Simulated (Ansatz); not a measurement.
Here is the system:

```
CELL_PARAMETERS angstrom
      2.91974     0.00000     0.00000
      0.00000     2.91974     0.00000
      0.00000     0.00000     2.91974
ATOMIC_POSITIONS crystal
  Zn 0.50000 0.50000 0.50000
  Cu 0.00000 0.00000 0.00000
```

No spin polarisation.

The values are results of Ansatz (a program for electronic structure) PBE, scalar-relativistic without spin-orbit coupling, not measurements. Γ-centred 19×19×19 mesh, Fermi–Dirac width 0.1 eV.

Q: Predict the band gap, pressure and space group.

A: The band gap comes out as zero. The pressure comes out as 5.8 GPa and the space group is Pm-3m (No. 221).

The cells carry an imposed strain or load. No phonon test of stability was made. All final runs are without spin polarisation. The cell was made from ZnCu in the CsCl type structure (space group Pm-3m, No. 221) by this change: isotropic strain −1.50 %.
